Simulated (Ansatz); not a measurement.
The structure below was relaxed with PBEsol (Ansatz, a first-principles code), scalar-relativistic without spin-orbit coupling.

```
Ca
1.0
    3.84919     0.00000     0.00000
   -1.92459     3.33349     0.00000
    0.00000     0.00000     6.35463
Ca
2
Direct
  0.33333   0.66667   0.75000
  0.66667   0.33333   0.25000
```

**Question.** Find the space group and the Wyckoff positions.

**Answer.** Space group P6₃/mmc (No. 194); a = b = 3.8492 Å, c = 6.3546 Å, α = β = 90.00°, γ = 120.00°

| atom | site | symmetry | x | y | z |
|---|---|---|---|---|---|
| Ca | 2d | -6m2 | 0.6667 | 0.3333 | 0.2500 |

No phonon test of stability was made. The cell was made from Be by this change: Be → Ca; the result is a model cell. This is not the structure that Ca has at room temperature and ambient pressure.
